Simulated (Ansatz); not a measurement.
(AgCl)6/(AgBr)6 rock salt (001) superlattice on AgCl, space group P4/nmm.

The geometry comes from a PBE relaxation.

```
CELL_PARAMETERS angstrom
      3.96817     0.00000     0.00000
      0.00000     3.96817     0.00000
      0.00000     0.00000    35.31514
ATOMIC_POSITIONS crystal
  Ag 0.00000 0.00000 0.00287
  Cl 0.50000 0.50000 0.00277
  Ag 0.50000 0.50000 0.08203
  Cl 0.00000 0.00000 0.08218
  Ag 0.00000 0.00000 0.16164
  Cl 0.50000 0.50000 0.16155
  Ag 0.50000 0.50000 0.24100
  Cl 0.00000 0.00000 0.24109
  Ag 0.00000 0.00000 0.32061
  Cl 0.50000 0.50000 0.32045
  Ag 0.50000 0.50000 0.39976
  Cl 0.00000 0.00000 0.39987
  Ag 0.00000 0.00000 0.48265
  Br 0.50000 0.50000 0.48325
  Ag 0.50000 0.50000 0.57062
  Br 0.00000 0.00000 0.57029
  Ag 0.00000 0.00000 0.65759
  Br 0.50000 0.50000 0.65770
  Ag 0.50000 0.50000 0.74505
  Br 0.00000 0.00000 0.74494
  Ag 0.00000 0.00000 0.83201
  Br 0.50000 0.50000 0.83235
  Ag 0.50000 0.50000 0.91999
  Br 0.00000 0.00000 0.91938
```

Method: HSE06 (plane waves to 420 eV, PAW; Ansatz, a program for electronic structure). Spin–orbit coupling is left out. Its k-point mesh 4×4×1, Fermi–Dirac width 0.01 eV. HSE06 ran on meshes of its own (4×4×1); its edges and gaps are taken over the mesh and over extra points off it, mostly where PBE has its edges.

Problem. List the levels next to the gap at (0.000, 0.500, 0.000) of this cell's own (folded) zone, from the top of the valence band (the table ends after a fixed count of bands, which can cut a degenerate set).

Solution. 
| band | E − E_v (eV) |
|---|---|
| v4 | -0.012 |
| v3 | -0.012 |
| v2 | 0.000 |
| v1 | 0.000 |
| c1 | 4.822 |
| c2 | 4.822 |
| c3 | 5.182 |
| c4 | 5.182 |
